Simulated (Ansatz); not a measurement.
**Pressure series in TiSi2**

Consider TiSi₂ (space group Cmcm, No. 63).

```
CELL_PARAMETERS angstrom
      1.75733    -6.67455     0.00000
      1.75733     6.67455     0.00000
      0.00000     0.00000     3.55702
ATOMIC_POSITIONS crystal
  Si 0.93997 0.06003 0.75000
  Si 0.06003 0.93997 0.25000
  Si 0.25043 0.74957 0.75000
  Si 0.74957 0.25043 0.25000
  Ti 0.60249 0.39751 0.75000
  Ti 0.39751 0.60249 0.25000
```

Cell and atoms are relaxed at each pressure.

Computed with PBEsol, PAW, 420 eV (Ansatz, an electronic-structure program; spin-orbit coupling left out), earlier PAW set.

```
pressure (GPa)  volume per atom (Å³/atom)
--------------  -------------------------
-1                                 14.011
0                                  13.907
0.3                                     ?
0.7                                13.837
1.5                                13.759
3                                  13.620
5                                  13.444
7.5                                13.240
10                                 13.052
```

### Question
Fit the third-order Birch–Murnaghan form P(V) = (3B₀/2)[(V₀/V)^(7/3) − (V₀/V)^(5/3)]·[1 + (3/4)(B₀′ − 4)((V₀/V)^(2/3) − 1)] (squares taken in P) to the rows shown and predict the withheld row.

### Answer
Least squares on the printed values gives V₀ = 13.907 Å³/atom, B₀ = 137 GPa, B₀′ = 4.4; this predicts 13.877 Å³/atom, and the run gives 13.877 Å³/atom, in agreement.

Load acts through the strain it causes; cell and atoms are relaxed under it. Whether these cells are dynamically stable was not tested. Competing high-pressure phases were not computed. The final runs are not spin-polarised.
